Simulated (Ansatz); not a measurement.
A hypothetical phase is included: elements placed on a structure type, which no database files for this compound.

By PBEsol, the system below comes out a metal.

The ballistic (Sharvin) conductance counts the channels at the Fermi level: G/A = (e²/h) × channels of both spins per area.

Data:

```yaml
crystal:
  lattice:
    - [2.67361, 0.00000, 0.00000]
    - [0.00000, 2.67361, 0.00000]
    - [0.00000, 0.00000, 2.67361]
  atoms:
    - { symbol: Ru, position: [0.00000, 0.00000, 0.00000] }
    - { symbol: B, position: [0.50000, 0.50000, 0.50000] }
```

The cell was relaxed by PBE-D3(BJ); by PBEsol it stands under a pressure of -0.9 GPa.

The current flows along the normal of the first two printed cell vectors, the (001) plane of the conventional cell. No spin-orbit coupling; the value is a mean over 0.1 eV about the Fermi level.

Estimate the ballistic conductance per area that PBEsol in Ansatz (a program for electronic structure) returns for this system.

1.7 × 10¹⁵ S/m² for both spins.
